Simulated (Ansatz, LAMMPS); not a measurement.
Si sphere of 159 atoms, radius 0.95 nm, coherent in Ge, 6x6x6 cubic cells at the host's lattice parameter. Cell 34.56 × 34.56 × 34.56 Å, Si159Ge1569, 1728 atoms. Prepared with Tersoff's 1989 multicomponent potential (SiCGe.tersoff) (LAMMPS): minimisation. 

Basis: localised support functions (accuracy medium) on a full density matrix. k-points: zone centre alone; occupations: Fermi-Dirac, 0.010 eV; spin polarisation not allowed. Spin-orbit coupling is left out.

Task: What energy, gap and bonding does PBE, support functions at accuracy medium on the grid of 370 eV in Ansatz (a first-principles code) give?

Result: 
- energy over the perfect crystal(s), per atom = 6 meV/atom
- electronic character of the cell = no gap resolved at this smearing
- coordination (neighbours within 2.997 Å) = 100.0 % 4-fold
- Ge-Ge bonds, mean ± spread = 2.502 ± 0.007 Å
- Ge-Si bonds, mean ± spread = 2.467 ± 0.012 Å
- Si-Si bonds, mean ± spread = 2.424 ± 0.007 Å
- bond angles, mean ± spread = 109.5° ± 1.0°
- pressure = -0.88 GPa
